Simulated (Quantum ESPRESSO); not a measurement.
A self-consistent single point of WSe2 (P3m1, 6 atoms in the cell) with Quantum ESPRESSO.

Method of the run: PBEsol, SSSP 1.1.2 efficiency (PBE) pseudopotentials (plane waves; Quantum ESPRESSO).

```
WSe2
1.0
    1.64820    -2.85477     0.00000
    1.64820     2.85477     0.00000
    0.00000     0.00000    13.02480
W Se
2 4
Direct
  0.33333   0.66667   0.25384
  0.66667   0.33333   0.75000
  0.33333   0.66667   0.87900
  0.66667   0.33333   0.37900
  0.66667   0.33333   0.12100
  0.33333   0.66667   0.62100
```

Reference input (self-consistent single point, DFT, PBEsol, plane waves, SSSP 1.1.2 efficiency (PBE) pseudopotentials): ecutwfc = 40 Ry; ecutrho = 320 Ry; occupations = smearing; smearing = fd; degauss = 0.0036749 Ry; input_dft = pbesol; potentials = {W: W_pbe_v1.2.uspp.F.UPF, Se: Se_pbe_v1.uspp.F.UPF}; K_POINTS = automatic 4 4 1 0 0 0; conv_thr = 1e-09 Ry; mixing_beta = 0.7. This run's input differs from it in these lines:

```diff
@@ -17,2 +17,3 @@
    degauss = 0.0036749
+   nbnd = 26
    input_dft = 'pbesol'
```

Output (repeated stretches shortened):

```
     Self-consistent Calculation

     iteration #  1     ecut=    40.00 Ry     beta= 0.70

 %%%%%%%%%%%%%%%%%%%%%%%%%%%%%%%%%%%%%%%%%%%%%%%%%%%%%%%%%%%%%%%%%%%%%%%%%%%%%%
     Error in routine efermig (1):
     internal error, cannot bracket Ef
 %%%%%%%%%%%%%%%%%%%%%%%%%%%%%%%%%%%%%%%%%%%%%%%%%%%%%%%%%%%%%%%%%%%%%%%%%%%%%%

     stopping ...
```

The program stopped with an error at about iteration 1. 

The starting cell has typed, rounded lattice constants, without a prior relaxation at this level. Its lattice was rescaled by up to half a per cent. One atom was moved a little off its site on purpose.
